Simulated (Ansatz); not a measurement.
**2 layers of ZrO2-1T, started at parallel, no shift (facing atoms over hollows or bridges)**

Methods: PBE+D3(BJ) (plane waves to 420 eV, PAW; Ansatz, an electronic-structure program); r2SCAN (plane waves to 500 eV, PAW; Ansatz); HSE06 (plane waves to 420 eV, PAW; Ansatz). Geometries and values that name no level are of the first. No spin–orbit coupling; PBE gaps are too small against experiment. Its k-point mesh 12×12×1, Fermi–Dirac width 0.01 eV. HSE06 ran on meshes of its own (9×9×1); its edges and gaps are taken over the mesh and over extra points off it, mostly where PBE has its edges. A dipole correction is on.

```
Item                                                                                                               Value
-------------------------------------------------------------------------  ---------------------------------------------
gap between facing atomic planes                                                                                  2.70 Å
step of the vacuum level across the stack (top less bottom)                                                      0.00 eV
interaction energy of the frozen layers                                                                     -20.5 meV/Å²
interaction energy without the D3 term at this geometry                                                      +4.1 meV/Å²
interaction energy at r2SCAN, without a dispersion term, at this geometry                                    -3.3 meV/Å²
r2SCAN gap over the mesh and listed points off it                                                                4.74 eV
PBE gap over the mesh and listed points off it                             4.25 eV, indirect (lowest direct gap 4.60 eV)
valence and conduction edges under the vacuum level of the lower face                                   7.83 and 3.58 eV
HSE06 gap at the same geometry                                                                                   5.87 eV
```

```
CELL_PARAMETERS angstrom
      3.26596     0.00000     0.00000
     -1.63298     2.82841     0.00000
      0.00000     0.00000    25.95600
ATOMIC_POSITIONS crystal
  O  0.66667 0.33333 0.37346
  Zr 0.00000 0.00000 0.41074
  O  0.33333 0.66667 0.44792
  O  0.66667 0.33333 0.55206
  Zr 0.00000 0.00000 0.58924
  O  0.33333 0.66667 0.62652
```
